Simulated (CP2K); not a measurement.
CP2K run on As (P-1, 2 atoms in the cell): self-consistent single point.

Method: PBEsol, GPW, DZVP-MOLOPT-SR-GTH basis, GTH-PBE potentials (GTH_POTENTIALS) (CP2K 2026.2).

```yaml
crystal:
  lattice:
    - [4.29205, 0.00000, 0.00000]
    - [2.64963, 3.37656, 0.00000]
    - [2.64963, 1.28883, 3.12091]
  atoms:
    - { symbol: As, position: [0.21578, 0.22546, 0.22706] }
    - { symbol: As, position: [0.78422, 0.77454, 0.77294] }
```

Reference input (self-consistent single point, DFT PBE, GPW, DZVP-MOLOPT-SR-GTH basis, GTH-PBE potentials (GTH_POTENTIALS)): CUTOFF = 400 Ry; REL_CUTOFF = 50 Ry; SMEAR/METHOD = FERMI_DIRAC; ELECTRONIC_TEMPERATURE = 1160.45 K; KPOINTS/SCHEME = MONKHORST-PACK 7 7 7; XC_FUNCTIONAL = PBE; As/BASIS_SET = DZVP-MOLOPT-SR-GTH-q5; As/POTENTIAL = GTH-PBE-q5; METHOD = GPW; EPS_DEFAULT = 1e-10; NGRIDS = 4; SCF_GUESS = ATOMIC. This run's input differs from it in these lines:

```diff
@@ -43,3 +43,6 @@
     &XC
-      &XC_FUNCTIONAL PBE
+      &XC_FUNCTIONAL
+        &PBE
+          PARAMETRIZATION PBESOL
+        &END PBE
       &END XC_FUNCTIONAL
```

Output (repeated stretches shortened):

```
 SCF WAVEFUNCTION OPTIMIZATION

  Step     Update method      Time    Convergence         Total energy    Change
     1 NoMix/Diag. 0.30E+00      -     0.38058732       -12.6678236199 -1.27E+01
     2 Broy./Diag. 0.30E+00      -     0.00333339       -12.6338580101  3.40E-02
     3 Broy./Diag. 0.30E+00      -     0.00931614       -12.5862369873  4.76E-02
     4 Broy./Diag. 0.30E+00      -     0.00076808       -12.5890389512 -2.80E-03
     5 Broy./Diag. 0.30E+00      -     0.00115066       -12.5913361326 -2.30E-03
     6 Broy./Diag. 0.30E+00      -     0.00009043       -12.5940567252 -2.72E-03
     7 Broy./Diag. 0.30E+00      -     0.00003740       -12.5947502114 -6.93E-04
     8 Broy./Diag. 0.30E+00      -     0.00000672       -12.5948607835 -1.11E-04
     9 Broy./Diag. 0.30E+00      -     0.00000254       -12.5948881095 -2.73E-05
    10 Broy./Diag. 0.30E+00      -     0.00000348       -12.5948643644  2.37E-05
    11 Broy./Diag. 0.30E+00      -     0.00000032       -12.5948568280  7.54E-06
  *** SCF run converged in    11 steps ***

  Overlap energy of the core charge distribution:               0.00000000228259
  Self energy of the core charge distribution:                -27.12449920902674
  Core Hamiltonian energy:                                      6.03702370759072
  Hartree energy:                                              11.60996710994271
  Exchange-correlation energy:                                 -3.11711679432515
  Electronic entropic energy:                                  -0.00023164452592
  Fermi energy:                                                 0.20652323631434

  Total energy:                                               -12.59485682802494
  Total energy (extrapolated to T->0):                        -12.59474100576198

                     Mulliken Population Analysis

   [... lines left out ...]

 STRESS| Analytical stress tensor [bar]
 STRESS|                        x                   y                   z
 STRESS|      x        1.93136191111E+04  -7.56891026395E+03  -7.78195189758E+03
 STRESS|      y       -7.56891026395E+03   8.65918729955E+03  -1.32542717387E+04
 STRESS|      z       -7.78195189758E+03  -1.32542717387E+04   1.94390369231E+04
 STRESS| 1/3 Trace                                             1.58039477779E+04
```

The run converged in 11 iterations. Against the reference run the pressure goes from 3.28 to 1.58 GPa and the largest force goes from 0.824 to 0.928 eV/Å.

The starting cell comes from a database of computed structures (which also holds hypothetical and non-ambient phases and stackings), without a prior relaxation at this level. Its atoms were displaced at random from the sites of space group no. 166. Values carry the incompleteness of an atom-centred basis. The potentials were made for another functional than the one used.
